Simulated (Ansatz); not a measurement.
# Effect of Ge → Hg on Ge

Take Ge in the diamond structure (space group Fd-3m, No. 227; a = 5.676 Å) as the base.

Modification: Hg takes the place of Ge on all its sites, then cell and atoms are relaxed.

All numbers come from PBEsol in Ansatz (plane waves to 420 eV, PAW, without spin-orbit coupling). k-mesh 12×12×12 (Γ-centred); smearing 0.05 eV (Fermi–Dirac), for the changed cell.

The lattice parameter a increases by 0.946 Å, from 5.676 Å to 6.622 Å and the space group is still Fd-3m (No. 227). The shortest interatomic distance increases by 0.410 Å to 2.868 Å and the band gap stays zero.

Stability against distortions was not tested. As relaxed here, Hg is a hypothetical phase, not in the database extracts checked. A zero or small gap of Ge can be the functional's error rather than a property of the material.

Ansatz is a quantum-chemistry and plane-wave program.
